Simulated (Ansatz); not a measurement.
End structure of the (211) surface of fcc Au in its 1x1 cell, outermost plane spacing 0.85 Å in the ideal cut:

```
CELL_PARAMETERS angstrom
      2.93959     0.00000     0.00000
      0.00000     7.20050     0.00000
      0.00000     0.00000    26.50000
ATOMIC_POSITIONS crystal
  Au 0.50000 0.36563 0.31591
  Au 0.00000 0.69191 0.33741
  Au 0.50000 0.00889 0.36637
  Au 0.00000 0.32674 0.40695
  Au 0.50000 0.66858 0.43482
  Au 0.00000 0.99536 0.46796
  Au 0.50000 0.33333 0.50000
  Au 0.00000 0.67131 0.53204
  Au 0.50000 0.99809 0.56518
  Au 0.00000 0.33993 0.59305
  Au 0.50000 0.65778 0.63363
  Au 0.00000 0.97476 0.66259
  Au 0.50000 0.30104 0.68409
```

Slab: 13 atoms, 10.2 Å thick at the start (thin: gaps and levels are the slab's own); k 13x5x1, smearing 0.1 eV, dipole-corrected; all atoms relaxed; start symmetry kept, larger cells not searched; no spin, no spin-orbit, no U.

Question: What is the computed surface energy (mean of both faces) (PBE (Ansatz, a program for electronic structure))?

Answer: 0.82 J/m^2

Question: Predict the work function of the top face from PBE.

Answer: 5.08 eV
